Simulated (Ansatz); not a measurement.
## BeSe, pressure series

Consider BeSe in the zinc blende structure (space group F-43m, No. 216; a = 5.1777 Å).

Cell and atoms are relaxed at each pressure.

Method: PBE in Ansatz (plane waves to 420 eV, PAW, no spin-orbit coupling).

Candidates:
(a) pressure −1 GPa
(b) pressure 30 GPa
(c) pressure 100 GPa
(d) pressure 50 GPa
(e) pressure −2 GPa

Before the change:

Band gap: 2.67 eV

### Question
Order them by band gap, lowest first.

### Answer
(c) pressure 100 GPa (1.06 eV), (d) pressure 50 GPa (1.70 eV), (b) pressure 30 GPa (2.03 eV), (a) pressure −1 GPa (2.70 eV), (e) pressure −2 GPa (2.73 eV)

Load acts through the strain it causes; cell and atoms are relaxed under it. No phonon test of stability was made. Competing high-pressure phases were not computed.

Ansatz is an electronic-structure program.
